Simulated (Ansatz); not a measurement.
The parent structure is Be2Si (space group Fm-3m, No. 225; a = 5.284 Å; a model cell, its experimental status unchecked).

(Cell as relaxed with PBE.)

Levels (all Ansatz, a program for electronic structure, PAW): PBE (420 eV, spin-orbit coupling left out); r2SCAN (500 eV, scalar-relativistic without spin-orbit coupling).

Each level relaxes its own structure.

```
base                      PBE    r2SCAN
-------------------  --------  --------
volume per atom      12.29 Å³  12.29 Å³
lattice parameter a   5.284 Å   5.283 Å
band gap                 zero      zero
```

The change: a hydrostatic pressure of 45 GPa.

```json
[
 {"quantity": "volume per atom", "PBE": "9.29 Å³", "r2SCAN": "___"},
 {"quantity": "band gap", "PBE": "zero", "r2SCAN": "___"}
]
```

**Question.** Given the PBE results, estimate those of r2SCAN.

**Answer.** 
- volume per atom, r2SCAN: 9.32 Å³
- band gap, r2SCAN: zero

PBE's volume per atom lies 0.025 Å³ below r2SCAN's (0.3 %); the two agree on the band gap. Neither level is exact; r2SCAN is the comparison here, not a measurement.

Load acts through the strain it causes; cell and atoms are relaxed under it. No phonon test of stability was made. No other phases were tried under pressure. All final runs are without spin polarisation.
